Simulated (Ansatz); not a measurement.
Base system: WC (space group P-6m2, No. 187; relaxed with 0.1 eV smearing).

```xyz
2
Lattice="2.9127 0.0000 0.0000 -1.4563 2.5225 0.0000 0.0000 0.0000 2.8354" Properties=species:S:1:pos:R:3 pbc="T T T"
W      0.0000     0.0000     0.0000
C      0.0000     1.6816     1.4177
```

Cartesian axes are those of the cell as printed.

Calculations: r2SCAN, PAW, 500 eV (Ansatz, an electronic-structure program; no spin-orbit coupling).

For the base:

The pressure comes out as 0.0 GPa.

Modification: tensile biaxial strain of 3.00 % in the plane normal to [001], as in epitaxy on a mismatched substrate; the out-of-plane cell vector and the atoms relax.

Q: Predict the new pressure.

A: The pressure (mean of the normal stresses, compression positive) goes from zero to -16.0 GPa.

Q: How does this affect the out-of-plane strain?

A: The out-of-plane strain comes out as -0.97 %.

Stability against distortions was not tested. The final runs are not spin-polarised.
